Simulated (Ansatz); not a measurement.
Consider the following.

```
SnSe2
1.0
    3.80681     0.00000     0.00000
   -1.90340     3.31680    -0.00087
    0.00000    -0.00163     6.24314
Sn Se
1 2
Direct
  0.00000   0.00000   0.00000
  0.33330   0.66661   0.25284
  0.66670   0.33339   0.74716
```

No spin polarisation.

Level of theory: r2SCAN+rVV10/PAW in Ansatz (a program for electronic structure), spin-orbit coupling left out. Γ-centred 10×10×6 mesh, Fermi–Dirac width 0.05 eV.

Question: What is the computed gap character?

Answer: Indirect, Γ–M₂ (29 % along) → k = (-1/2, 0, 1/3) in the run's primitive reciprocal basis.

Question: What band gap does the calculation give?

Answer: 0.92 eV.

Question: Predict the smallest direct gap.

Answer: 1.50 eV.

Question: What space group does the calculation give?

Answer: C2/m (No. 12).

Load acts through the strain it causes; cell and atoms are relaxed under it. Beyond what the load breaks, stability against distortions was not tested. The cell was made from SnSe2 in the CdI2 type structure (space group P-3m1, No. 164; layered, stacked along the Cartesian z axis) by this change: uniaxial stress, 0.5 GPa compression along x.
